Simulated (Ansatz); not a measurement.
AlSiCN (P3m1, No. 156; start mp-1227998) was calculated with G0W0@PBEsol in Ansatz (plane waves, hard PAW, contour deformation).

The cell is the one relaxed with PBEsol. Conventional cell: a = 3.0941 Å, b = 3.0941 Å, c = 5.0267 Å, α = 90.00°, β = 90.00°, γ = 120.00°.

The quasiparticle gap at Γ at a fixed k mesh 3×3×2:

```json
[
 {"response cutoff": "200 eV, 492 empty bands", "value (eV)": "5.406"},
 {"response cutoff": "250 eV, 687 empty bands", "value (eV)": "5.418"},
 {"response cutoff": "300 eV, 903 empty bands", "value (eV)": "5.424"},
 {"response cutoff": "400 eV, 1391 empty bands", "value (eV)": "5.430"}
]
```

Taking the value to converge with the response cutoff E as E^(−3/2), extrapolate from the last two rows.

With y = y∞ + c/w and weights w = 5196 and 8000 for the last two rows, y∞ = (w2 y2 − w1 y1)/(w2 − w1) = (8000 × 5.430 − 5196 × 5.424)/2804 = 5.441 eV, which lies 0.011 beyond the last row. Successive pairs of rows give 5.448, 5.443, 5.441. The limit also hangs on the law assumed, so its last digits aren't firm.

The other settings are not extrapolated, so this is the limit in one setting alone.

The smallest gap on this mesh is 4.54 eV, away from Γ.

A start named mp-… is a Materials Project structure, which can be a computed phase never made.

Ansatz is a quantum-chemistry and plane-wave program.
